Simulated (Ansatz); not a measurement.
The starting structures come from a database of crystals and need not be the phases stable at ambient conditions.

 Where the default PAW files enter, the runs use the earlier of Ansatz's two default sets.

Tunnelling through a barrier is set by its complex band structure: the current falls as exp(−2κd) with the smallest κ.

Consider the following.

```
CELL_PARAMETERS angstrom
      4.94811     0.00000     0.00000
      0.00000     6.30658     0.00000
      0.00000    -3.15329     5.46166
ATOMIC_POSITIONS crystal
  Tl 0.70618 0.33333 0.66667
  Tl 0.29382 0.66667 0.33333
  Sn 0.00000 0.00000 0.00000
  F  0.22238 0.15345 0.84655
  F  0.77762 0.84655 0.15345
  F  0.22238 0.69310 0.84655
  F  0.77762 0.30690 0.15345
  F  0.22238 0.15345 0.30690
  F  0.77762 0.84655 0.69310
```

Space group of this cell: P-3m1. The cell was relaxed by PBE-D3(BJ); by r2SCAN its mean pressure is -4.0 GPa.

Transport runs along the normal of the first two printed cell vectors, the (100) plane of the conventional cell.

No gap correction and no spin-orbit coupling; mid-gap values are interpolated between computed energies.

Problem. Compute, with r2SCAN in Ansatz (an electronic-structure program), the band gap and the smallest decay constant κ at mid-gap.

Solution. Gap 5.05 eV on a 6×6×6 mesh; κ = 0.403 1/Å, at (0.000, 0.167) of the in-plane reciprocal vectors. At the zone centre, at the nearest computed energy, the slowest state has κ = 0.40 1/Å.
